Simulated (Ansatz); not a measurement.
# How the equilibrium volume per atom of SiSn (model structure, within 0.1 Å of Fm-3m, No. 225, 8 atoms in the cell) moves with the method

No measured value is used here.

```
level (code)         value (Å³/atom)
-------------------  ---------------
PBE (Ansatz)                     ___
PBEsol (Ansatz)                21.72
PBE-D3(BJ) (Ansatz)            21.73
```

Task: What belongs in the gaps?

Result: 
- PBE (Ansatz, a program for electronic structure), value (Å³/atom): 22.60

Ansatz's density-functional and Hartree–Fock values are scalar-relativistic unless marked +SOC, with PAW data made under PBE.

A model structure was made by putting elements into a prototype or built by hand; it is no filed structure, need not be a known phase, and can be a saddle point held by its symmetry.
